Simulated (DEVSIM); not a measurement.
System: abrupt GaP n-p junction, at 350 K.

Layer 1 from the left is GaP, thickness (μm) 29.0, Nd (cm⁻³) 3.6e16, τn (s) 5.9e-7, τp (s) 5.9e-7. Layer 2 from the left is GaP, thickness (μm) 45.0, Na (cm⁻³) 2.2e15, τn (s) 5.9e-7, τp (s) 5.9e-7.

Left contact: ohmic. Right contact: ohmic. Voltage is applied to the left contact. Recombination: SRH at mid-gap. Mobility is μmin + (μ − μmin)/(1 + (N/Nref)^α).

Constants are typed, rounded textbook-type inputs, not results; the design itself was drawn at random and stands for no fabricated device. Values at 300 K; Nc and Nv go as T^1.5, mobilities as T to minus their exponent, the gap by Varshni's rule with the affinity fixed.

GaP: gap (eV) 2.26, affinity (eV) 3.8, permittivity 11.1, Nc (cm⁻³) 1.8e19, Nv (cm⁻³) 1.9e19, μn (cm²/Vs) 250, μp (cm²/Vs) 150, μn,min 10, μp,min 10, Nref,n 4.4e18, Nref,p 1e18, αn 0.8, αp 0.85, T exponent of μn 1.6, T exponent of μp 1.98, Varshni α (eV/K) 0.00058, Varshni β (K) 372.

Simulated with DEVSIM: 1D drift-diffusion, Boltzmann statistics, complete ionisation; no tunnelling, impact ionisation, image-force lowering or self-heating.

Dark forward current:

| |V| (V) | |J| (A/cm²) |
|---|---|
| 0.50 | 4.507e-12 |
| 0.70 | 1.372e-10 |
| 0.75 | 3.233e-10 |
| 0.80 | 7.635e-10 |
| 0.85 | 1.807e-9 |
| 0.90 | 4.289e-9 |
| 0.95 | 1.022e-8 |
| 1.00 | 2.447e-8 |
| 1.05 | 5.912e-8 |
| 1.10 | 1.450e-7 |
| 1.15 | 3.656e-7 |
| 1.20 | 9.677e-7 |
| 1.25 | 2.781e-6 |
| 1.30 | 9.004e-6 |
| 1.35 | 3.353e-5 |
| 1.40 | 0.0001419 |
| 1.45 | 0.0006576 |
| 1.50 | 0.003205 |
| 1.55 | 0.01565 |
| 1.60 | 0.06929 |
| 1.65 | 0.2376 |
| 1.70 | 0.6084 |
| 1.75 | 1.275 |
| 1.80 | 2.353 |
| 1.85 | 3.953 |
| 1.90 | 6.152 |

Question: Work out the local ideality factor n = ΔV / (kT/q · ln(J2/J1)) between the rows 0.50 and 0.70 V, 1.50 and 1.55 V, 1.85 and 1.90 V.

Answer: kT/q = 30.16 mV. From 0.50 to 0.70 V: ln(1.372e-10/4.507e-12) = 3.416, n = 1.94, near the 2 of recombination in the depletion region. From 1.50 to 1.55 V: ln(0.01565/0.003205) = 1.586, n = 1.05, near the 1 of diffusion or emission over a barrier. From 1.85 to 1.90 V: ln(6.152/3.953) = 0.442, n = 3.75.

Question: Estimate the current at 1.50 V from the Shockley equation with J0 = Σ q ni² D/(N L) coth(W/L), τ joining the SRH, radiative and Auger lifetimes that are on, and W taken as the whole layer.

Answer: ni² = 3090000 cm⁻⁶; holes in the n layer: μ = 105 cm²/Vs, D = 3.16 cm²/s, τ = 5.90e-7 s, L = 13.7 μm, W/L = 2.1, term 3.28e-26 A/cm²; electrons in the p layer: μ = 195 cm²/Vs, D = 5.88 cm²/s, τ = 5.90e-7 s, L = 18.6 μm, W/L = 2.4, term 7.22e-25 A/cm². J0 = 7.55e-25 A/cm², and J = J0 exp(qV/kT) = 0.00300 A/cm². The simulation gives 0.00320 A/cm²; the estimate lies 6.4 % below. The estimate leaves out recombination in the depletion region and that region's share of W.
